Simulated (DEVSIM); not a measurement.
Structure: abrupt In0.53Ga0.47As n-p junction, at 300 K.

```csv
layer (left to right),material,thickness (μm),Nd (cm⁻³),Na (cm⁻³),τn (s),τp (s)
1,In0.53Ga0.47As,0.290,5.1e13,-,3.1e-8,3.1e-8
2,In0.53Ga0.47As,0.520,-,5.8e14,3.1e-8,3.1e-8
```

Left contact: ohmic. Right contact: ohmic. Voltage is applied to the left contact. Recombination: SRH at mid-gap, radiative. Mobility is μmin + (μ − μmin)/(1 + (N/Nref)^α).

This is a model device: material constants are rounded textbook-type values typed into the input, and sizes, dopings and lifetimes were drawn at random. Values at 300 K.

```
parameter      In0.53Ga0.47As
-------------  --------------
gap (eV)                 0.74
affinity (eV)            4.51
permittivity             13.9
Nc (cm⁻³)              2.1e17
Nv (cm⁻³)              7.7e18
μn (cm²/Vs)             12000
μp (cm²/Vs)               300
μn,min                    300
μp,min                     10
Nref,n                 1.3e17
Nref,p                 4.9e17
αn                       0.48
αp                        0.4
B (cm³/s)             9.6e-11
```

Model (solved in DEVSIM): 1D drift-diffusion, Boltzmann statistics, complete ionisation; no tunnelling, impact ionisation, image-force lowering or self-heating.

Tabulate band edges, carrier densities and field at -0.7 V on the left contact.

Energies count from the Fermi level of the right contact; mesh points crowd at the junctions.

| x (μm) | Ec (eV) | Ev (eV) | n (cm⁻³) | p (cm⁻³) | field (V/cm) |
|---|---|---|---|---|---|
| 0.000 | 0.915 | 0.175 | 5.1e13 | 1.2e10 | -6300 |
| 0.01170 | 0.908 | 0.168 | 5.1e13 | 1.1e14 | -6300 |
| 0.03010 | 0.896 | 0.156 | 5.2e13 | 2.3e14 | -6300 |
| 0.05395 | 0.881 | 0.141 | 5.3e13 | 3.3e14 | -6200 |
| 0.09989 | 0.853 | 0.113 | 5.6e13 | 4.2e14 | -6000 |
| 0.1564 | 0.821 | 0.081 | 5.9e13 | 4.7e14 | -5600 |
| 0.2032 | 0.795 | 0.055 | 6.3e13 | 5.0e14 | -5300 |
| 0.2469 | 0.772 | 0.032 | 6.6e13 | 5.3e14 | -5100 |
| 0.2676 | 0.762 | 0.022 | 6.8e13 | 5.4e14 | -4900 |
| 0.2824 | 0.755 | 0.015 | 6.8e13 | 5.5e14 | -4800 |
| 0.2931 | 0.750 | 0.010 | 6.9e13 | 5.6e14 | -4800 |
| 0.3132 | 0.740 | 0.000 | 6.9e13 | 5.8e14 | -4800 |
| 0.3355 | 0.730 | -0.010 | 6.8e13 | 5.9e14 | -4800 |
| 0.3716 | 0.712 | -0.028 | 6.8e13 | 6.0e14 | -4800 |
| 0.4384 | 0.680 | -0.060 | 6.7e13 | 6.0e14 | -4900 |
| 0.5262 | 0.637 | -0.103 | 6.7e13 | 6.0e14 | -4900 |
| 0.6153 | 0.593 | -0.147 | 6.5e13 | 5.9e14 | -5000 |
| 0.6837 | 0.558 | -0.182 | 6.0e13 | 5.9e14 | -5000 |
| 0.7455 | 0.527 | -0.213 | 4.7e13 | 5.8e14 | -5100 |
| 0.7736 | 0.513 | -0.227 | 3.3e13 | 5.8e14 | -5100 |
| 0.7931 | 0.503 | -0.237 | 1.8e13 | 5.8e14 | -5100 |
| 0.8100 | 0.495 | -0.245 | 1.0e9 | 5.8e14 | -5100 |
